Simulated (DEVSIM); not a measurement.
System: illuminated Si n-on-p cell, one wavelength, at 400 K.

Layer 1 from the left is Si, thickness (μm) 0.0840, Nd (cm⁻³) 6.8e17, τn (s) 4e-6, τp (s) 3.6e-7, absorption coefficient (cm⁻¹) 650. Layer 2 from the left is Si, thickness (μm) 140, Na (cm⁻³) 1.2e16, τn (s) 3.3e-5, τp (s) 3.3e-5, absorption coefficient (cm⁻¹) 650.

Left contact: ohmic, minority hole recombination velocity 100 cm/s. Right contact: ohmic, minority electron recombination velocity 10000 cm/s. Voltage is applied to the left contact. Recombination: SRH at mid-gap, radiative, Auger. Light enters at the left, 1e17 photons cm⁻² s⁻¹, one pass, no reflection. Mobility is μmin + (μ − μmin)/(1 + (N/Nref)^α).

The device is made up for the run: typed textbook-type constants, with dimensions and the other settings drawn at random. Values at 300 K; Nc and Nv go as T^1.5, mobilities as T to minus their exponent, the gap by Varshni's rule with the affinity fixed.

Si: gap (eV) 1.124, affinity (eV) 4.05, permittivity 11.7, Nc (cm⁻³) 2.86e19, Nv (cm⁻³) 3.1e19, μn (cm²/Vs) 1417, μp (cm²/Vs) 470, μn,min 52, μp,min 45, Nref,n 9.7e16, Nref,p 2.2e17, αn 0.68, αp 0.72, T exponent of μn 2.3, T exponent of μp 2.2, B (cm³/s) 4.7e-15, Cn (cm⁶/s) 2.8e-31, Cp (cm⁶/s) 9.9e-32, Varshni α (eV/K) 0.000473, Varshni β (K) 636.

Model (solved in DEVSIM): 1D drift-diffusion, Boltzmann statistics, complete ionisation; no tunnelling, impact ionisation, image-force lowering or self-heating.

Dark forward current:

| |V| (V) | |J| (A/cm²) |
|---|---|
| 0.05 | 2.103e-6 |
| 0.10 | 1.092e-5 |
| 0.15 | 4.823e-5 |
| 0.20 | 0.0002068 |
| 0.25 | 0.0008813 |
| 0.30 | 0.003752 |
| 0.35 | 0.01594 |
| 0.40 | 0.06701 |
| 0.45 | 0.2714 |
| 0.50 | 0.9986 |
| 0.55 | 3.172 |
| 0.60 | 8.731 |
| 0.65 | 21.48 |
| 0.70 | 48.35 |
| 0.75 | 99.41 |
| 0.80 | 182.5 |
| 0.85 | 297.4 |
| 0.90 | 440.1 |
| 0.95 | 606.7 |
| 1.00 | 794.2 |
| 1.05 | 1000 |
| 1.10 | 1223 |
| 1.15 | 1460 |
| 1.20 | 1712 |
| 1.25 | 1976 |
| 1.30 | 2252 |

Work out the local ideality factor n = ΔV / (kT/q · ln(J2/J1)) between the rows 0.15 and 0.20 V, 1.25 and 1.30 V.

kT/q = 34.47 mV. From 0.15 to 0.20 V: ln(0.0002068/4.823e-5) = 1.456, n = 1.00, near the 1 of diffusion or emission over a barrier. From 1.25 to 1.30 V: ln(2252/1976) = 0.131, n = 11.09.

What current could the absorbed light give at most, and what share is collected?

Σ αd = 9.11, so qΦ(1 − exp(−Σ αd)) = 16.0 mA/cm². The simulated short-circuit current is 14.39 mA/cm², a share of 0.90.

Estimate the open-circuit voltage by superposition: the voltage at which the dark current equals that short-circuit current.

Interpolating ln J in the table gives 0.346 V. The simulation gives 0.346 V, the same within the digits that matter. Superposition holds where collection doesn't change with voltage.

Estimate the fill factor from FF0 = (v − ln(v + 0.72))/(v + 1), v = qVoc/(nkT), with n from the dark curve.

The rows about Voc, 0.30 and 0.35 V, give n = 1.00, so v = 10.0 and FF0 = 0.694. The simulation gives 0.696, the same within the digits that matter.
